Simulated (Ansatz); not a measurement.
A computed series for CdSe: pressure series

Base system: CdSe in the zinc blende structure (space group F-43m, No. 216; a = 6.133 Å).

Cell and atoms are relaxed at each pressure.

Level of theory: Kohn–Sham DFT with the r2SCAN functional, run in Ansatz (a program for electronic structure) with PAW and 500 eV plane waves, no spin-orbit coupling.

```json
[
 {"pressure (GPa)": "-2", "band gap (eV)": "0.94"},
 {"pressure (GPa)": "-1", "band gap (eV)": "0.99"},
 {"pressure (GPa)": "0", "band gap (eV)": "1.04"},
 {"pressure (GPa)": "0.9", "band gap (eV)": "1.08"},
 {"pressure (GPa)": "2.1", "band gap (eV)": "?"},
 {"pressure (GPa)": "4.5", "band gap (eV)": "1.20"},
 {"pressure (GPa)": "9", "band gap (eV)": "1.32"},
 {"pressure (GPa)": "15", "band gap (eV)": "1.44"}
]
```

**Question.** Fit E_g = E₀ + αP + βP² to the rows shown and predict the withheld row.

**Answer.** Least squares on the printed values gives E₀ = 1.03 eV, α = 41.2 meV/GPa, β = -0.96 meV/GPa² (largest residual 0.01 eV); this predicts 1.12 eV, and the run gives 1.12 eV, in agreement.

Load acts through the strain it causes; cell and atoms are relaxed under it. No phonon test of stability was made. Tetrahedral semiconductors of this kind turn to denser phases somewhere between about 1 and 50 GPa; those were not computed, so compressed cells here can lie past the real transition.
